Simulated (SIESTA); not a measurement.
SIESTA run on Bi (R-3m, 2 atoms in the cell): self-consistent single point.

Method: GGA PBEsol, numerical atomic orbitals DZP, PseudoDojo PBEsol standard norm-conserving potentials (rewritten from UPF to PSML) in SIESTA.

```
CELL_PARAMETERS angstrom
      4.14499    -2.26363     0.00000
      4.14499     2.26363     0.00000
      2.90880     0.00000     3.72073
ATOMIC_POSITIONS crystal
  Bi 0.23824 0.23824 0.23824
  Bi 0.76600 0.76600 0.76600
```

Reference input (self-consistent single point, DFT, GGA PBEsol, numerical atomic orbitals DZP, PseudoDojo PBEsol standard norm-conserving potentials (rewritten from UPF to PSML)): XC.functional = GGA; XC.authors = PBEsol; potentials = PseudoDojo PBEsol standard; PAO.BasisSize = DZP; PAO.EnergyShift = 0.01 Ry; MeshCutoff = 400 Ry; kgrid.MonkhorstPack = 8 8 8; OccupationFunction = MP; OccupationMPOrder = 0; ElectronicTemperature = 1160.45 K; MaxSCFIterations = 150; SCF.Mixer.Method = Pulay. This run's input differs from it in these lines:

```diff
@@ -27,5 +27,5 @@
 %block kgrid.MonkhorstPack
-    8   0   0  0.0
-    0   8   0  0.0
-    0   0   8  0.0
+   17   0   0  0.0
+    0  17   0  0.0
+    0   0  17  0.0
 %endblock kgrid.MonkhorstPack
```

The program printed (abridged):

```
        iscf     Eharris(eV)        E_KS(eV)     FreeEng(eV)     dDmax    Ef(eV) dHmax(eV)
   scf:    1    -4445.555608    -4443.023788    -4443.024877  0.495950 -3.065106  2.819598
   scf:    2    -4443.288387    -4443.159828    -4443.160906  0.033895 -3.158948  2.015552
   scf:    3    -4443.386386    -4443.292517    -4443.293554  0.068570 -3.387972  0.073630
   scf:    4    -4443.294126    -4443.293534    -4443.294551  0.004019 -3.399805  0.051396
   scf:    5    -4443.293638    -4443.293612    -4443.294632  0.002452 -3.390206  0.021036
   scf:    6    -4443.293637    -4443.293627    -4443.294651  0.000848 -3.390824  0.002933
   scf:    7    -4443.293628    -4443.293628    -4443.294652  0.000075 -3.390741  0.001162
   scf:    8    -4443.293628    -4443.293628    -4443.294652  0.000042 -3.390643  0.000031
   scf:    9    -4443.293628    -4443.293628    -4443.294652  0.000001 -3.390642  0.000015
SCF Convergence by DM+H criterion
max |DM_out - DM_in|         :     0.0000006036
max |H_out - H_in|      (eV) :     0.0000146726
SCF cycle converged after 9 iterations

Using DM_out to compute the final energy and forces

siesta: E_KS(eV) =            -4443.2936

siesta: E_KS - E_eggbox =     -4443.2936

siesta: Atomic forces (eV/Ang):
     1    0.120766   -0.000000    0.040123
     2   -0.125375    0.000000   -0.041654
   Tot   -0.004609   -0.000000   -0.001531
   Max    0.125375
   Res    0.074887    sqrt( Sum f_i^2 / 3N )
   Max    0.125375    constrained

Stress tensor Voigt[x,y,z,yz,xz,xy] (kbar):        0.22       -1.75       -1.54       -0.00        0.66        0.00
(Free)E + p*V (eV/cell)    -4443.2501
Target enthalpy (eV/cell)    -4443.2947

siesta: Program's energy decomposition (eV):
siesta: FreeEng =     -4443.294652

   [... lines left out ...]
siesta:     0.000140    0.000000    0.000410
siesta:     0.000000   -0.001095    0.000000
siesta:     0.000410   -0.000000   -0.000958

siesta: Cell volume =         69.820990 Ang**3

siesta: Pressure (static):
siesta:                Solid            Molecule  Units
siesta:           0.00000695          0.00004894  Ry/Bohr**3
siesta:           0.00063770          0.00449362  eV/Ang**3
siesta:           1.02170494          7.19958092  kBar
```

The run converged in 9 iterations. Against the reference run the free energy rises by 6.1 meV/atom, the pressure moves little (0.04 to 0.10 GPa) and the largest force goes from 0.072 to 0.132 eV/Å.

The starting cell has typed, rounded lattice constants, without a prior relaxation at this level. Its lattice was rescaled by up to half a per cent. One atom was moved a little off its site on purpose. Values carry the incompleteness of an atom-centred basis.

Cost on one core of a shared machine: roughly 90 s.
